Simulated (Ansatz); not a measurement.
The reference is BaZrO3 in the cubic perovskite structure (space group Pm-3m, No. 221).

```
CELL_PARAMETERS angstrom
      4.18068     0.00000     0.00000
      0.00000     4.18068     0.00000
      0.00000     0.00000     4.18068
ATOMIC_POSITIONS crystal
  Ba 0.00000 0.00000 0.00000
  Zr 0.50000 0.50000 0.50000
  O  0.00000 0.50000 0.50000
  O  0.50000 0.50000 0.00000
  O  0.50000 0.00000 0.50000
```

Method: PBEsol (Ansatz, a program for electronic structure; PAW; 420 eV plane waves; no spin-orbit coupling), earlier PAW set.

One change was made to it. Results:

```json
[
 {"quantity": "density", "base": "6.28 g/cm³", "after": "6.79 g/cm³"},
 {"quantity": "shortest interatomic distance", "base": "2.090 Å", "after": "2.037 Å"}
]
```

Task: What was done to the base?
A. pressure 15 GPa
B. pressure 50 GPa
C. pressure −2 GPa
D. pressure 3 GPa

Result: A, pressure 15 GPa. For comparison, the density in the other runs: pressure 50 GPa gives 7.66 g/cm³; pressure 3 GPa gives 6.40 g/cm³; pressure −2 GPa gives 6.21 g/cm³.

Load acts through the strain it causes; cell and atoms are relaxed under it. Stability against distortions was not tested. No other phases were tried under pressure.
